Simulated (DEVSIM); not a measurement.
System: Si p+/n-/n+ power diode, at 300 K.

Layer 1 from the left is Si, thickness (μm) 1.80, Na (cm⁻³) 5.4e18, τn (s) 7.4e-7, τp (s) 7.4e-7. Layer 2 from the left is Si, thickness (μm) 22.0, Nd (cm⁻³) 6e14, τn (s) 7.4e-7, τp (s) 7.4e-7. Layer 3 from the left is Si, thickness (μm) 6.00, Nd (cm⁻³) 2.4e18, τn (s) 7.4e-7, τp (s) 7.4e-7.

Left contact: ohmic. Right contact: ohmic. Voltage is applied to the left contact. Recombination: SRH at mid-gap, radiative. Gap narrowing is on: ΔEg = 6.92 meV × (l + √(l² + 0.5)), l = ln(N/1.3e17 cm⁻³), shared equally by both band edges. Mobility is μmin + (μ − μmin)/(1 + (N/Nref)^α).

Constants are typed, rounded textbook-type inputs, not results; the design itself was drawn at random and stands for no fabricated device. Values at 300 K.

Si: gap (eV) 1.124, affinity (eV) 4.05, permittivity 11.7, Nc (cm⁻³) 2.86e19, Nv (cm⁻³) 3.1e19, μn (cm²/Vs) 1417, μp (cm²/Vs) 470, μn,min 52, μp,min 45, Nref,n 9.7e16, Nref,p 2.2e17, αn 0.68, αp 0.72, B (cm³/s) 4.7e-15.

Model (solved in DEVSIM): 1D drift-diffusion, Boltzmann statistics, complete ionisation; no tunnelling, impact ionisation, image-force lowering or self-heating.

### Question
What does the simulation give for the dark forward voltage at 1 A/cm², the potential step across the device at zero bias, the dark forward voltage at 100 A/cm²?

### Answer
dark forward voltage at 1 A/cm² 0.664 V; potential step across the device at zero bias 0.968 V; dark forward voltage at 100 A/cm² 0.843 V.
